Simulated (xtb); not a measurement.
xtb 6.7.1, GFN1-xTB: Cl[Si](Cl)[Si](Cl)(Cl)[Si](Cl)(Cl)Cl, charge +1, multiplicity 1, 10 atoms. The geometry is a generated start, not checked to be a minimum at this level.

```
Property                                                                                                       Result
------------------------  -------------------------------------------------------------------------------------------
method                                                                                                       GFN1-xTB
--acc                                                                                                     1 (default)
--etemp (K)                                                                                             300 (default)
detailed input (--input)  none: ANC optimiser, Lindh (1995) Hessian, microcycle=20, maxdispl=1.0, hlow=0.01 (default)
basis functions                                                                                                   100
valence electrons                                                                                                  60
```

```xyz
10

Cl     3.6852    -0.9175    -0.1417
Si     2.1544     0.3067    -0.1180
Cl     2.4940     2.0579    -0.9520
Si     0.0101    -0.1066     0.9483
Cl     0.2772    -1.8161     1.9597
Cl    -0.1742     1.4329     2.2246
Si    -1.7854    -0.2168    -0.6479
Cl    -3.4472    -0.8788     0.2398
Cl    -1.1745    -1.4794    -2.0929
Cl    -2.0395     1.6177    -1.4199
```

Charge 1 and multiplicity 1 are set for this test and not shown to be the ground state.

The structure is relaxed from this start with --opt LEVEL for the levels crude, sloppy, loose, lax, normal, tight, vtight, extreme, once each. Up to the end of the extreme run atoms move by at most 1.4 Å along an axis.

Q: What is the loosest level that ends within 5 meV of the extreme run, and how many cycles does it take?

A: vtight: 104 cycles against 105, ending 0.00055 meV above.

```
level    cycles  energy above the extreme run (meV)  gradient norm (eV/Å)
-------  ------  ----------------------------------  --------------------
crude         3                                 480                  0.51
sloppy        5                                 470                 0.051
loose         5                                 470                 0.051
lax          12                                 470                 0.079
normal       27                                 470                 0.037
tight        28                                 470                 0.042
vtight      104                          under 0.01                  0.11
extreme     105                                   —                  0.11
```
